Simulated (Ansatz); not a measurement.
**Ga2O3 (Cmcm, No. 63, 10 atoms in the cell; start mp-13134; a measured phase of this formula has another space group)**

Calculation: r²SCAN (PAW; Ansatz, a program for electronic structure).

Run with plane-wave cutoff 560 eV, 12×12×6 k mesh (along the axes of the cell as run), Fermi–Dirac smearing 0.01 eV, scalar-relativistic PAW data made under PBE.

Cell (relaxed with PBEsol):

```
Ga2O3
1.0
    1.39435    -4.63749     0.00000
    1.39435     4.63749     0.00000
    0.00000     0.00000     7.14846
Ga O
4 6
Cartesian
  1.39435   2.33391   1.78712
  1.39435  -2.33391   5.36135
  0.00000   0.00000   3.57423
  0.00000   0.00000   0.00000
  1.39435   1.28168   6.61816
  1.39435  -1.28168   0.53030
  1.39435  -1.28168   3.04393
  1.39435   1.28168   4.10453
  1.39435   3.66087   5.36135
  1.39435  -3.66087   1.78712
```

For Ga2O3 (Cmcm, No. 63, 10 atoms in the cell; start mp-13134; a measured phase of this formula has another space group), the band gap comes out as 2.21 eV (indirect) and the smallest direct gap on the k points sampled is 2.25 eV.

Note: cell and atoms aren't relaxed at this level (largest force component 0.14 eV/Å, pressure -1.7 GPa).

Spin–orbit coupling is not included.

Static lattice: no zero-point or thermal effects.

A start named mp-… is a Materials Project structure, which need not be a measured phase.
